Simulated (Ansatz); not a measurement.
For ScAl (Pm-3m), PBEsol, DFPT electron-phonon coupling, linearised Boltzmann equation in Ansatz (an electronic-structure program) gives a transport coupling λ_tr = 0.188 and a Drude plasma energy ħω_p = 3.50 eV.

Problem. Estimate the resistivity at 300 K from the high-temperature formula ρ = 2π λ_tr k_B T / (ħ ε₀ ω_p²), and say how the full Boltzmann solution compares.

Solution. The scattering rate is 1/τ = 2π λ_tr k_B T/ħ = 4.64e13 s⁻¹ and ω_p = 5.32e15 s⁻¹, so ρ ≈ 18.5 μΩ·cm. The Boltzmann solution gives 15.7 μΩ·cm, 0.85 times the estimate; it lies lower because k_BT is not large against the phonon energies and the solution lets the distribution adjust.

A metal at this level (no band gap). Only scattering by harmonic phonons is included (no impurities, grain boundaries, electron-electron scattering or thermal expansion). Spin-orbit coupling is left out. Halving the electron mesh (24x24x24) moves the resistivity by up to 3 % at 300 K, the coupling by up to 2 %. Smearing 0.20 eV; phonons on a 4x4x4 q mesh, which this run doesn't test.

Computed structure, not matched to a measured one here, so possibly hypothetical: ScAl (Pm-3m).
